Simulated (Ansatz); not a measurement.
Band structure of BaHfO3 (Pm-3m, 5 atoms in the cell).

```
CELL_PARAMETERS angstrom
      4.17000     0.00000     0.00000
      0.00000     4.17000     0.00000
      0.00000     0.00000     4.17000
ATOMIC_POSITIONS crystal
  Ba 0.00000 0.00000 0.00000
  Hf 0.50000 0.50000 0.50000
  O  0.50000 0.00000 0.50000
  O  0.00000 0.50000 0.50000
  O  0.50000 0.50000 0.00000
```

Computed with PBE (plane waves, PAW; Ansatz, an electronic-structure program).

Settings: basis.ecutwfc = 420 eV; kpoints.mp_grid.grid = 8 8 8; hamiltonian.xc = pbe; hamiltonian.pseudopotentials = {kind: paw} (the program's default PAW files); scf.occupations.method = fermi_dirac; scf.occupations.width = 0.01 eV; kpoints.band_path.npoints = 8.

The starting cell has typed, rounded lattice constants, without a prior relaxation at this level. Spin-orbit coupling is off.

### Question
Predict the gap along the standard path and the places of the band edges.

### Answer
The gap along the path is 3.68 eV, from R to Γ; the smallest direct gap on it is 3.78 eV.

Levels in eV from the top of the valence band on the path, bands 24 to 31:
```tsv
point	24	25	26	27	28	29	30	31
Γ	-0.96	-0.10	-0.10	-0.10	3.68	3.68	3.68	4.80
X	-1.70	-1.61	-0.41	-0.41	4.15	6.42	6.42	6.60
M	-0.92	-0.87	-0.87	-0.05	6.34	6.34	6.70	7.03
R	-2.46	0.00	0.00	0.00	6.15	6.15	6.15	7.88
```

Keys are those of Ansatz 0.2.
